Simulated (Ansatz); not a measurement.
Structures of equal composition on the (111) surface of fcc Ir: a pseudomorphic layer of Mg in the host's stacking; a pseudomorphic layer of Mg in the other hollow. The slabs share one bottom face, and each structure is named by its start. These are constructed structures in small cells; real faces may alloy, dewet or reconstruct in larger ones, and not all known structures of the face are among them. Slabs of about 11 Å, Fermi-Dirac smearing of 0.1 eV. Bottom of the slabs: a bare face, its two planes held. Relaxed from the named starts with such symmetry as they have, on meshes of like density; energies extrapolated to zero smearing; spin only where a row says so; no spin-orbit coupling, no U. Brackets mark spin-polarised runs, whose order is one that fits the cell.

Method: PBE (plane waves to 420 eV, PAW; Ansatz, an electronic-structure program).

Question: Rank these by energy per 1x1 cell (lowest first), as PBE gives it.

Answer: a pseudomorphic layer of Mg in the other hollow (0.000 eV), a pseudomorphic layer of Mg in the host's stacking (0.020 eV)
